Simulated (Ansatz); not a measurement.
Antifluorite Mg2C (high-pressure phase) was calculated with PBE0 in Ansatz (PAW).

Settings: plane-wave cutoff 520 eV, 8×8×8 k mesh, finite displacements, scalar-relativistic PAW data made under PBE.

Computed at the level's own relaxed cell.

```xyz
3
Lattice="0.0000 2.7061 2.7061 2.7061 0.0000 2.7061 2.7061 2.7061 0.0000" Properties=species:S:1:pos:R:3 pbc="T T T"
Mg     1.3531     1.3531     1.3531
Mg     4.0592     4.0592     4.0592
C      0.0000     0.0000     0.0000
```

Harmonic phonon frequencies (cm⁻¹; i marks an imaginary mode; at Γ without the LO shift):

```csv
q point,frequencies
Γ,0 0 0 382 382 382 419 419 419
X,83 141 141 401 401 440 440 496 514
L,272 272 301 308 308 381 412 412 529
```

No imaginary mode appears at these points.

Ansatz is an electronic-structure program.
